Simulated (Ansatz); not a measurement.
Base system: BeTe in the zinc blende structure (space group F-43m, No. 216; a = 5.657 Å). Axes: x, y, z lie along the cube axes.

Modification: uniaxial strain ε_zz = +2.00 %, all other strain components held at zero; the atoms relax in the strained cell.

Level of theory: r2SCAN in Ansatz (plane waves to 500 eV, PAW, no spin-orbit coupling).

Task: Give the band edges at the high-symmetry points of the new zone, measured from its valence-band maximum.

Result: 
```json
[
 {"point": "Γ", "valence edge (eV)": "0.00", "conduction edge (eV)": "4.01"},
 {"point": "X", "valence edge (eV)": "-2.68", "conduction edge (eV)": "2.34"},
 {"point": "P", "valence edge (eV)": "-3.17", "conduction edge (eV)": "5.49"},
 {"point": "N", "valence edge (eV)": "-1.06", "conduction edge (eV)": "3.41"},
 {"point": "M", "valence edge (eV)": "-2.56", "conduction edge (eV)": "2.48"},
 {"point": "S", "valence edge (eV)": "-2.11", "conduction edge (eV)": "3.24"},
 {"point": "S₀", "valence edge (eV)": "-2.11", "conduction edge (eV)": "3.24"},
 {"point": "R", "valence edge (eV)": "-3.18", "conduction edge (eV)": "5.55"},
 {"point": "G", "valence edge (eV)": "-3.18", "conduction edge (eV)": "5.55"}
]
```

The gap is 2.34 eV, indirect, Γ → X.

With Te present, leaving out spin-orbit coupling can change the band edges. No phonon test of stability was made. k-point labels follow each cell's own Brillouin zone.

Ansatz is a first-principles code.
